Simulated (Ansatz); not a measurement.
The starting structures come from a database of crystals and need not be the phases stable at ambient conditions.

# Evanescent states of AlTlF₄ (I4/mcm, not sure to be the ambient phase, 12 atoms a cell, 14.7 Å³ an atom, -3 GPa at this level) along the normal of (110)

Method: PBEsol (plane waves, PAW; Ansatz, a first-principles code).

The gap is the functional's own. No spin-orbit coupling. Mid-gap values are interpolated on the energy grid.

Energies count from the valence-band top; κ is the least over a 6×6 mesh across the current.

```json
[
 {"E (eV)": "0.10", "κ (1/Å)": "0.126", "where": "off Γ"},
 {"E (eV)": "0.30", "κ (1/Å)": "0.206", "where": "off Γ"},
 {"E (eV)": "0.50", "κ (1/Å)": "0.252", "where": "off Γ"},
 {"E (eV)": "0.70", "κ (1/Å)": "0.283", "where": "off Γ"},
 {"E (eV)": "0.90", "κ (1/Å)": "0.304", "where": "off Γ"},
 {"E (eV)": "1.10", "κ (1/Å)": "___", "where": "off Γ"},
 {"E (eV)": "1.30", "κ (1/Å)": "___", "where": "off Γ"},
 {"E (eV)": "1.50", "κ (1/Å)": "___", "where": "off Γ"},
 {"E (eV)": "1.70", "κ (1/Å)": "___", "where": "off Γ"},
 {"E (eV)": "1.90", "κ (1/Å)": "___", "where": "off Γ"},
 {"E (eV)": "2.10", "κ (1/Å)": "___", "where": "off Γ"},
 {"E (eV)": "2.30", "κ (1/Å)": "___", "where": "Γ"},
 {"E (eV)": "2.50", "κ (1/Å)": "___", "where": "Γ"},
 {"E (eV)": "2.70", "κ (1/Å)": "___", "where": "Γ"},
 {"E (eV)": "2.90", "κ (1/Å)": "___", "where": "Γ"},
 {"E (eV)": "3.10", "κ (1/Å)": "___", "where": "Γ"},
 {"E (eV)": "3.30", "κ (1/Å)": "0.237", "where": "Γ"},
 {"E (eV)": "3.50", "κ (1/Å)": "0.210", "where": "Γ"},
 {"E (eV)": "3.70", "κ (1/Å)": "0.178", "where": "Γ"},
 {"E (eV)": "3.90", "κ (1/Å)": "0.136", "where": "Γ"},
 {"E (eV)": "4.10", "κ (1/Å)": "0.067", "where": "Γ"}
]
```

### Question
Fill in the missing entries.

### Answer

- 1.10, κ (1/Å): 0.318
- 1.30, κ (1/Å): 0.327
- 1.50, κ (1/Å): 0.332
- 1.70, κ (1/Å): 0.334
- 1.90, κ (1/Å): 0.332
- 2.10, κ (1/Å): 0.328
- 2.30, κ (1/Å): 0.321
- 2.50, κ (1/Å): 0.309
- 2.70, κ (1/Å): 0.295
- 2.90, κ (1/Å): 0.278
- 3.10, κ (1/Å): 0.259
